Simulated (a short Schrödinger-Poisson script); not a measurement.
## Gated Al0.4Ga0.6N/GaN polarisation-induced gas

Stack: gated Al0.4Ga0.6N/GaN polarisation-induced gas, at 300 K.

```csv
layer,material,thickness (nm),Na (cm⁻³)
1,Al0.4Ga0.6N,15,-
2,GaN,6000,5e15
```

The device is made up for the run: typed textbook-type constants, with dimensions and the other settings drawn at random. Al0.4Ga0.6N: permittivity 9.26, conduction-band edge (eV) 0.58, gap (eV) 4.258, electron mass (mₑ) 0.248, Nv at 300 K (cm⁻³) 4.6e19. GaN: permittivity 9.5, conduction-band edge (eV) 0, gap (eV) 3.43, Nv at 300 K (cm⁻³) 4.6e19.

Channel valleys (confinement mass, in-plane density-of-states mass, number): Γ 0.2, 0.2, 1. At the gate the conduction-band edge of layer 1 lies 1.36 eV − eVg above the Fermi level of the channel; the field vanishes at the back. Sheet of polarisation charge: +2e13 e/cm² at 15 nm from the gate. The barrier under the gate holds no holes. Gaps are held at their typed values at every temperature. Mesh 0.08 nm at interfaces.

Solved with a short Schrödinger-Poisson script written for these runs: 1D Poisson equation in equilibrium, electrons quantum, Hartree (BenDaniel-Duke, 40 states a valley, the channel's in-plane mass for all, wave functions free to enter the barrier), parabolic valleys, classical holes, full ionisation, no traps, pinning or gate leakage.

| Vg (V) | electrons (cm⁻²) | in the channel layer | C (μF/cm²) | Γ E0 (meV) | Γ E1 (meV) |
|---|---|---|---|---|---|
| 0.5 | 1.69e13 | 1.55e13 | 0.520 | -176.0 | -7.9 |
| -0.2 | 1.47e13 | 1.36e13 | 0.516 | -153.8 | 0.1 |
| -0.9 | 1.24e13 | 1.17e13 | 0.512 | -131.1 | 8.1 |
| -1.6 | 1.02e13 | 9.72e12 | 0.508 | -107.9 | 16.4 |
| -2.3 | 7.97e12 | 7.70e12 | 0.503 | -84.1 | 25.2 |
| -3 | 5.79e12 | 5.64e12 | 0.497 | -59.1 | 34.8 |
| -3.7 | 3.64e12 | 3.58e12 | 0.486 | -31.6 | 46.2 |
| -4.4 | 1.56e12 | 1.54e12 | 0.461 | 4.4 | 63.9 |
| -5.1 | 2.43e9 | 2.42e9 | 0.0244 | 182.8 | 221.5 |

Gate voltages with under 1e6 electrons/cm² are left out.

Subbands count from the Fermi level.
